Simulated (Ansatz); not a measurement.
The parent structure is ZnS in the wurtzite structure (space group P6_3mc, No. 186; a = 3.8451 Å, c = 6.3057 Å).

(Cell as relaxed with PBE.)

Levels (all Ansatz, an electronic-structure program, PAW, earlier PAW set): PBE (420 eV, scalar-relativistic without spin-orbit coupling); PBEsol (420 eV, scalar-relativistic without spin-orbit coupling).

Each level relaxes its own structure.

```json
[
 {"base": "volume per atom", "PBE": "20.19 Å³", "PBEsol": "19.23 Å³"},
 {"base": "lattice parameter a", "PBE": "3.845 Å", "PBEsol": "3.782 Å"},
 {"base": "band gap", "PBE": "2.07 eV", "PBEsol": "2.15 eV"}
]
```

The change: a negative pressure, −1 GPa.

```csv
quantity,PBE,PBEsol
band gap,2.01 eV,2.09 eV
gap character,direct at Γ,direct at Γ
"valence-band top at Γ (three highest levels, from the VBM)","0.00, 0.00, -0.07 eV","0.00, 0.00, -0.09 eV"
lattice parameter a,3.865 Å,3.799 Å
```

PBE's band gap lies 0.08 eV below PBEsol's; PBE's lattice parameter a lies 0.0654 Å above PBEsol's (1.7 %); the two agree on the gap character. Neither level is exact; PBEsol is the comparison here, not a measurement.

Load acts through the strain it causes; cell and atoms are relaxed under it. No phonon test of stability was made.
